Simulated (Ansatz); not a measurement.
Take Cu in the fcc (Cu type) structure (space group Fm-3m, No. 225; a = 3.577 Å; relaxed with 0.1 eV smearing) as the base. Axes: x, y, z lie along the cube axes.

All numbers come from r2SCAN (Ansatz, a first-principles code, PAW, without spin-orbit coupling).

For the base:

| Item | Result |
|---|---|
| Shortest interatomic distance | 2.529 Å |

Now apply this change: the cell is compressed by 0.50 % along z with no lateral relaxation; the atoms relax in the strained cell.

Problem. What does the calculation give for the stress and shortest interatomic distance after the change?

Solution. The stress (xx, yy, zz, yz, xz, xy; compression positive) comes out as (0.7, 0.7, 1.0, 0.0, 0.0, 0.0) GPa; the shortest interatomic distance drops by 0.006 Å to 2.523 Å.

No phonon test of stability was made. The final runs are not spin-polarised.
